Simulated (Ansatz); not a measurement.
```xyz
8
Lattice="13.5000 0.0000 0.0000 0.0000 13.5000 0.0000 0.0000 0.0000 4.1731" Properties=species:S:1:pos:R:3 pbc="T T T"
Be     5.9128     5.9128     0.0000
Se     5.3366     5.3366     2.0865
Se     5.3366     8.1634     0.0000
Be     5.9128     7.5872     2.0865
Se     8.1634     5.3366     0.0000
Be     7.5872     5.9128     2.0865
Be     7.5872     7.5872     0.0000
Se     8.1634     8.1634     2.0865
```

Computed with PBE (plane waves to 420 eV, PAW; Ansatz, an electronic-structure program). Mesh 1×1×66. No spin polarisation. Isolated but for its images some 11 Å away. A hypothetical model. Symmetry and one short period hold its shape; lower forms weren't sought. Values not marked SOC lack spin–orbit coupling.

**Question.** Tabulate the two highest filled and two lowest empty levels along the axis, from the valence top.

**Answer.** 
```csv
k (2π/c),v2 (eV),v1 (eV),c1 (eV),c2 (eV)
0.000,-1.23,0.00,2.36,2.45
0.042,-1.19,-0.02,2.33,2.50
0.083,-1.09,-0.08,2.24,2.62
0.125,-0.96,-0.18,2.14,2.77
0.167,-0.84,-0.32,2.08,2.93
0.208,-0.74,-0.50,2.11,3.08
0.250,-0.68,-0.68,2.26,3.22
0.292,-0.64,-0.64,2.51,3.34
0.333,-0.64,-0.64,2.82,3.45
0.375,-0.65,-0.65,3.14,3.54
0.417,-0.67,-0.67,3.40,3.61
0.458,-0.69,-0.69,3.56,3.65
0.500,-0.69,-0.69,3.64,3.64
```
